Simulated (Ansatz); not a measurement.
This Ansatz (a quantum-chemistry and plane-wave program) input is the reference run, Sr in the fcc (Cu type) structure (space group Fm-3m, No. 225), computed with Kohn–Sham DFT with the PBEsol functional, run in Ansatz with PAW and 420 eV plane waves, no SOC:

Ansatz 0.2 input:
```yaml
crystal:
  lattice:
    - [0, 2.9612608402, 2.9612608402]
    - [2.9612608402, 0, 2.9612608402]
    - [2.9612608402, 2.9612608402, 0]
  atoms:
    - { symbol: Sr, position: [0, 0, 0] }
basis: { ecutwfc: 420, ecutrho_ratio: 4, xc_grid: 2, fft_grid_basis: typed }
kpoints: { mp_grid: { grid: [14, 14, 14] } }
hamiltonian:
  xc: pbesol
  dispersion: none
  pseudopotentials: { kind: paw }
scf: { occupations: { method: fermi_dirac, width: 0.05 }, convergence: { dr2_threshold: 0.0000000001 } }
output: { forces: true, stress: true }
checkpoint: { write: state.ck, write_every: 1000 }
```

### Question
Write the input for this change: every lattice vector is shortened by 1.00 %, atoms relaxed at fixed cell.

### Answer
Ansatz 0.2 input:
```yaml
crystal:
  lattice:
    - [0, 2.9316482318, 2.9316482318]
    - [2.9316482318, 0, 2.9316482318]
    - [2.9316482318, 2.9316482318, 0]
  atoms:
    - { symbol: Sr, position: [0, 0, 0] }
basis: { ecutwfc: 420, ecutrho_ratio: 4, xc_grid: 2, fft_grid_basis: typed }
kpoints: { mp_grid: { grid: [14, 14, 14] } }
hamiltonian:
  xc: pbesol
  dispersion: none
  pseudopotentials: { kind: paw }
scf: { occupations: { method: fermi_dirac, width: 0.05 }, convergence: { dr2_threshold: 0.0000000001 } }
relax: { f_tol: 0.005, max_steps: 50 }
output: { forces: true, stress: true }
checkpoint: { write: state.ck, write_every: 1000 }
```
This is the input that was run.

The cells carry an imposed strain or load. Whether these cells are dynamically stable was not tested.
